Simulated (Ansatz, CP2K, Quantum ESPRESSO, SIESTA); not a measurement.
## One structure in several programs: LaAl₂ (Fd-3m, 6 atoms in the cell)

Self-consistent single point, at a second geometry (lattice scaled by 0.98). First geometry:

```
LaAl2
1.0
    0.00000     4.06447     4.06447
    4.06447     0.00000     4.06447
    4.06447     4.06447     0.00000
La Al
2 4
Cartesian
  0.00000   0.00000   0.00000
  2.03223   2.03223   2.03223
  5.08058   5.08058   5.08058
  5.08058   3.04835   3.04835
  3.04835   3.04835   5.08058
  3.04835   5.08058   3.04835
```

Shared settings, as Ansatz (a first-principles code) writes them: kpoints.mp_grid.grid = 5 5 5; scf.occupations.method = gaussian; scf.occupations.width = 0.272 eV. Potentials and cutoffs stand in the table.

| code | model | ΔF from the first geometry (meV/atom) | pressure (GPa) | cutoff |
|---|---|---|---|---|
| Quantum ESPRESSO | PBEsol, GBRV 1.5 ultrasoft (PBESOL) pseudopotentials | 2.6 | 2.60 | 40 Ry |
| SIESTA | GGA PBEsol, numerical atomic orbitals DZP, PseudoDojo PBEsol standard norm-conserving potentials (rewritten from UPF to PSML) | 16.6 | 4.47 | grid 350 Ry |
| CP2K | PBEsol, GPW, DZVP-MOLOPT-SR-GTH basis, GTH-PBE potentials (GTH_POTENTIALS) | 15.5 | 4.25 | grid 500 Ry |
| Ansatz | PBEsol, PAW files made with PBE | 2.6 | 2.59 | default |

The spread over the programs that give each value: ΔF from the first geometry within 14.0 meV/atom; pressure within 1.88 GPa.

SIESTA and CP2K use small atom-centred bases, whose incompleteness enters pressures, forces and empty levels differently from a plane-wave cutoff. Ansatz's pressure is given at a fixed set of plane waves, as the other plane-wave codes print theirs. In the pressure, SIESTA (by 1.88) and CP2K (by 1.66) lie more than 1 GPa from the median of the plane-wave programs.

The starting cell comes from a database of computed structures (which also holds hypothetical and non-ambient phases and stackings), without a prior relaxation at this level. For this run, on top of that: lattice scaled by 0.98.

Left out of this page: Elk and FLEUR (not drawn, or without a comparable value).

Keys are those of Ansatz 0.2.
